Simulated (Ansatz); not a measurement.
Levels about the gap of amorphous Hf$_{18}$O$_{36}$Cu$_{2}$ (56 atoms in a cell of 710 Å³, 9.16 g/cm³; zone centre alone, so wide bands show as single levels with stretches between that a denser mesh fills), at the geometry that PBE relaxed, where it gives 0.0 GPa on a denser mesh. The participation number counts the atoms over which a state spreads; weights are charges in smoothed Voronoi cells. The levels come from a single point, so bond lengths are those of that geometry. Method of the levels: r2SCAN, scalar-relativistic without spin-orbit coupling (Ansatz, an electronic-structure program). Sampling: the zone centre alone; Fermi-Dirac width 0.02 eV; no spin polarisation.

It comes from a melt-quench run on a machine-learned potential (CHGNet), relaxed afterwards by DFT. O atoms were pushed apart under 1.9 Å during the dynamics, to hinder bonds among them. The hot cell started wider than the set density and was brought back towards it in steps. It is the lowest in DFT energy of 2 quenches. It is a model cell: composition and starting density were chosen by hand, and all elements were melted together. No dispersion term was used. Its density started from a set value of 9.02 and ended at 9.16 g/cm³. The simulated quench (nominally 300 K/ps over its main leg) is rapid and tends to freeze in more defects than a deposited or slowly cooled glass has. A cell of this size samples the disorder only roughly. The volume was free in the relaxation, at fixed shape. Stress components on the final sampling reach 3.1 GPa. On a 2×2×2 Γ-centred mesh force components of up to 0.15 eV/Å stay, since the relaxation ran on the zone centre alone.

```json
[
 {"E - E(highest filled), eV": "-1.33", "filling": "filled", "participation number": "2.1", "largest on": "Cu, 5 neighbours", "weight Cu": "0.78", "weight Hf": "0.03", "weight O": "0.20"},
 {"E - E(highest filled), eV": "-1.32", "filling": "filled", "participation number": "2.5", "largest on": "Cu, 6 neighbours", "weight Cu": "0.76", "weight Hf": "0.02", "weight O": "0.22"},
 {"E - E(highest filled), eV": "-1.10", "filling": "filled", "participation number": "2.1", "largest on": "Cu, 5 neighbours", "weight Cu": "0.78", "weight Hf": "0.03", "weight O": "0.20"},
 {"E - E(highest filled), eV": "-0.88", "filling": "filled", "participation number": "2.4", "largest on": "Cu, 6 neighbours", "weight Cu": "0.85", "weight Hf": "0.01", "weight O": "0.13"},
 {"E - E(highest filled), eV": "-0.69", "filling": "filled", "participation number": "2.6", "largest on": "Cu, 5 neighbours", "weight Cu": "0.87", "weight Hf": "0.02", "weight O": "0.12"},
 {"E - E(highest filled), eV": "-0.49", "filling": "filled", "participation number": "3.1", "largest on": "Cu, 6 neighbours", "weight Cu": "0.76", "weight Hf": "0.04", "weight O": "0.21"},
 {"E - E(highest filled), eV": "0.00", "filling": "filled", "participation number": "6.9", "largest on": "Cu, 6 neighbours", "weight Cu": "0.50", "weight Hf": "0.12", "weight O": "0.38"},
 {"E - E(highest filled), eV": "2.39", "filling": "empty", "participation number": "10.9", "largest on": "Cu, 5 neighbours", "weight Cu": "0.30", "weight Hf": "0.40", "weight O": "0.30"},
 {"E - E(highest filled), eV": "3.00", "filling": "empty", "participation number": "31.6", "largest on": "Hf, 6 neighbours", "weight Cu": "0.04", "weight Hf": "0.58", "weight O": "0.38"},
 {"E - E(highest filled), eV": "3.12", "filling": "empty", "participation number": "20.3", "largest on": "Hf, 5 neighbours", "weight Cu": "0.02", "weight Hf": "0.63", "weight O": "0.35"},
 {"E - E(highest filled), eV": "3.16", "filling": "empty", "participation number": "17.8", "largest on": "Hf, 6 neighbours", "weight Cu": "0.07", "weight Hf": "0.54", "weight O": "0.40"},
 {"E - E(highest filled), eV": "3.26", "filling": "empty", "participation number": "25.0", "largest on": "Hf, 6 neighbours", "weight Cu": "0.07", "weight Hf": "0.57", "weight O": "0.37"},
 {"E - E(highest filled), eV": "3.34", "filling": "empty", "participation number": "27.5", "largest on": "Hf, 6 neighbours", "weight Cu": "0.02", "weight Hf": "0.59", "weight O": "0.39"},
 {"E - E(highest filled), eV": "3.40", "filling": "empty", "participation number": "24.1", "largest on": "Hf, 6 neighbours", "weight Cu": "0.03", "weight Hf": "0.61", "weight O": "0.36"}
]
```

Most localised among these is the filled level at -1.10 eV, on a Cu atom, which has 5 neighbours (O 2.07 Å, Cu 2.36 Å, Hf 2.82 Å, Hf 2.89 Å, Hf 2.91 Å).
